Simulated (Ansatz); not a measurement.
**BaCu2S2 (Pnma, No. 62)**

Method: r²SCAN (PAW; Ansatz, an electronic-structure program).

Settings: plane-wave cutoff 560 eV, 4×8×4 k mesh (along the axes of the cell as run), Fermi–Dirac smearing 0.01 eV, no spin polarisation, scalar-relativistic PAW data made under PBE.

Cell: relaxed at this level.

```yaml
band_gap: 1.34 eV (on the SCF k mesh)
```

Note: the relaxation could not lower the start's symmetry, so the cell can be a saddle point above a distorted one.

Spin–orbit coupling is not included.

Static lattice: no zero-point or thermal effects.

Computing time: around 40 core-minutes (rough).
